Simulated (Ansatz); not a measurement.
Input:

```
CELL_PARAMETERS angstrom
      3.03607     1.75287     4.86295
     -3.03607     1.75287     4.86295
      0.00000    -3.50575     4.86295
ATOMIC_POSITIONS crystal
  Ba 0.74826 0.74826 0.74826
  Ba 0.25174 0.25174 0.25174
  Ta 0.50000 0.50000 0.50000
  Bi 0.00000 0.00000 0.00000
  O  0.72396 0.20992 0.33087
  O  0.27604 0.79008 0.66913
  O  0.33087 0.72396 0.20992
  O  0.66913 0.27604 0.79008
  O  0.20992 0.33087 0.72396
  O  0.79008 0.66913 0.27604
```

Method: PBEsol with spin-orbit coupling, rigid bands (plane waves, PAW; Ansatz, a program for electronic structure). Condition of this run: spin-orbit coupling switched on. Cell: cell and atoms relaxed with PBEsol.

### Question
What conductivity effective mass do dilute electrons have at 300 K?

### Answer
0.54 (x), 0.54 (y), 0.44 (z) mₑ.

### Question
Predict the hole conductivity mass (n e² τ/σ) at 300 K, by direction if it differs.

### Answer
0.40 (x), 0.40 (y), 0.56 (z) mₑ.

### Question
And the band gap?

### Answer
1.94 eV at this level; semilocal functionals usually fall short of the measured gap.

Rigid bands, one relaxation time for all states, no polarons.

Computed structure with no diffraction record at hand here (it may be known, metastable or hypothetical): Ba2TaBiO6 (R-3).
